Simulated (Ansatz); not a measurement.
**How a calculation on LiMg6Cr (Amm2, 8 atoms in the cell) responds to its settings**

```
LiMg6Cr
1.0
    5.01740     0.00000     0.00000
    0.00000     3.15304     5.35973
    0.00000    -3.15304     5.35973
Li Mg Cr
1 6 1
Cartesian
  2.50870   0.00000   8.93906
  2.50870   1.58182   6.25170
  2.50870  -1.58182   6.25170
  0.00000   1.54909   4.43110
  0.00000  -1.54909   4.43110
  0.00000   0.00000   7.16382
  0.00000   0.00000   1.83389
  2.50870   0.00000   3.57558
```
Moments meant for the start (each program seeds them in its own way; μB, in the order of the atoms Li Mg Mg Mg Mg Mg Mg Cr): 0.0 0.0 0.0 0.0 0.0 0.0 0.0 3.0.

Base run A: LDA (PW92), default PAW files made with PBE run with Ansatz (a first-principles code), self-consistent single point.

Its settings: kpoints.mp_grid.grid = 5 4 4; hamiltonian.xc = lda; hamiltonian.pseudopotentials = {kind: paw} (the program's default PAW files); magnetization.spin_polarized = true; scf.occupations.method = fermi_dirac; scf.occupations.width = 0.0073 Ry.

The starting cell comes from a database of computed structures (which also holds hypothetical and non-ambient phases and stackings), without a prior relaxation at this level. With one magnetic atom in the cell only a parallel order is possible. Ansatz's pressure includes its estimate of the finite-basis (Pulay) stress.

ΔF is the free energy per atom less that of run A. 

Run A gave: pressure (GPa) -2.46; largest force (eV/Å) 0.074; size of the net moment (μB/atom) 0.51; iterations 12.

Runs:
- B: scf.mixing.preconditioner: default (the program chose Kerker) → none
- C: scf.mixing.preconditioner: default (the program chose Kerker) → kerker
- D: scf.mixing.preconditioner: default (the program chose Kerker) → kerker_dos
- E: scf.mixing.preconditioner: default (the program chose Kerker) → resta; scf.mixing.eps_inf: default → 5
- F: scf.mixing.preconditioner: default (the program chose Kerker) → ldos
- G: scf.mixing.preconditioner: default (the program chose Kerker) → local_kerker
- H: scf.mixing.preconditioner: default (the program chose Kerker) → kerker; scf.mixing.q_tf: default → 0.2
- I: scf.mixing.preconditioner: default (the program chose Kerker) → kerker; scf.mixing.q_tf: default → 0.5
- J: scf.mixing.preconditioner: default (the program chose Kerker) → kerker; scf.mixing.q_tf: default → 1.5

Q: Which runs reach the base run's state, and which is quickest in iterations?

A: Runs B, C, D, E, F, G, H, I, J gave the same state as A (within 1 meV/atom and 0.1 μB a site). The fewest iterations to that state were 9 (F); the most were 12.

| run | ΔF (meV/atom) | pressure (GPa) | largest force (eV/Å) | size of the net moment (μB/atom) | iterations |
|---|---|---|---|---|---|
| A | 0.00 | -2.46 | 0.074 | 0.51 | 12 |
| B | 0.00 | -2.46 | 0.074 | 0.51 | 11 |
| C | 0.00 | -2.46 | 0.074 | 0.51 | 12 |
| D | 0.00 | -2.46 | 0.074 | 0.51 | 12 |
| E | 0.00 | -2.46 | 0.074 | 0.51 | 10 |
| F | 0.00 | -2.46 | 0.074 | 0.51 | 9 |
| G | 0.00 | -2.46 | 0.074 | 0.51 | 10 |
| H | 0.00 | -2.46 | 0.074 | 0.51 | 11 |
| I | 0.00 | -2.46 | 0.074 | 0.51 | 11 |
| J | 0.00 | -2.46 | 0.074 | 0.51 | 10 |

Keys are those of Ansatz 0.2.
